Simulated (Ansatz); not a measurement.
For AgZn (Pm-3m), PBEsol, DFPT electron-phonon coupling, linearised Boltzmann equation run with Ansatz (a quantum-chemistry and plane-wave program) gives a transport coupling λ_tr = 0.409 and a Drude plasma energy ħω_p = 9.42 eV.

Q: Estimate the resistivity at 300 K from the high-temperature formula ρ = 2π λ_tr k_B T / (ħ ε₀ ω_p²), and say how the full Boltzmann solution compares.

A: The scattering rate is 1/τ = 2π λ_tr k_B T/ħ = 1.01e14 s⁻¹ and ω_p = 1.43e16 s⁻¹, so ρ ≈ 5.57 μΩ·cm. The Boltzmann solution gives 5.40 μΩ·cm, 0.97 times the estimate.

A metal at this level (no band gap). Only scattering by harmonic phonons is included (no impurities, grain boundaries, electron-electron scattering or thermal expansion). Spin-orbit coupling is left out. The self-energy correction of the phonons between q points moved λ by 3 %. Halving the electron mesh (28x28x28) moves the resistivity by up to 7 % at 300 K, the coupling by up to 2 %. Smearing 0.20 eV; phonons on a 5x5x5 q mesh, which this run doesn't test.

Formula and space group known from diffraction (Crystallography Open Database), not checked to be the room-temperature form: AgZn (Pm-3m).
